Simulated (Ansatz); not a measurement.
Input:

End structure of a constructed model of the (110) surface of bcc Mo, a pseudomorphic layer of Al in the host's stacking (bottom of the slab: a bare face, its two planes held):

```yaml
crystal:
  lattice:
    - [2.73735, 0.00000, 0.00000]
    - [-0.91245, 2.58080, 0.00000]
    - [0.00000, 0.00000, 30.00000]
  atoms:
    - { symbol: Mo, position: [0.50000, 0.50000, 0.27382] }
    - { symbol: Mo, position: [0.00000, 0.00000, 0.34832] }
    - { symbol: Mo, position: [0.50000, 0.50000, 0.42281] }
    - { symbol: Mo, position: [0.00000, 0.00000, 0.49742] }
    - { symbol: Mo, position: [0.50000, 0.50000, 0.57172] }
    - { symbol: Mo, position: [0.00000, 0.00000, 0.64562] }
    - { symbol: Al, position: [0.50000, 0.50000, 0.71952] }
```

Slab: 7 atoms, 13.6 Å thick at the start with caps and adatoms (thin: gaps and levels are the slab's own); k 14x14x1, smearing 0.1 eV, dipole-corrected; single point; on the structure that PBE left under its start's symmetry; no spin, no spin-orbit, no U. It is one candidate, not shown to be the stable structure of the face.

Q: What work function of the top face does Ansatz (a first-principles code) with r2SCAN, at the PBE geometry give?

A: 4.51 eV
